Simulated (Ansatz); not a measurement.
## What pressure 0.9 GPa does to SiO2

The parent structure is SiO₂ (space group P3_221, No. 154; a = 5.0221 Å, c = 5.5103 Å).

The change: a hydrostatic pressure of 0.9 GPa.

Method: PBE (Ansatz, a program for electronic structure; PAW; 420 eV plane waves; without spin-orbit coupling). Settings: 8×8×6 k-points, 0.05 eV Fermi–Dirac smearing.

The density increases by 0.065 g/cm³, from 2.49 g/cm³ to 2.55 g/cm³ and the lattice parameter a shrinks by 0.0878 bohr, from 9.490 bohr to 9.403 bohr. The c/a ratio rises by 0.002, from 1.097 to 1.099 and the shortest interatomic distance hardly moves (3.072 bohr against 3.070 bohr). The enthalpy H = E + PV relative to the base's energy comes out as +0.07 eV/atom and the band gap rises by 0.07 eV, from 5.68 eV to 5.75 eV (an upper bound: an edge found on the path is not a true extremum; the changed cell).

Load acts through the strain it causes; cell and atoms are relaxed under it. Whether these cells are dynamically stable was not tested.
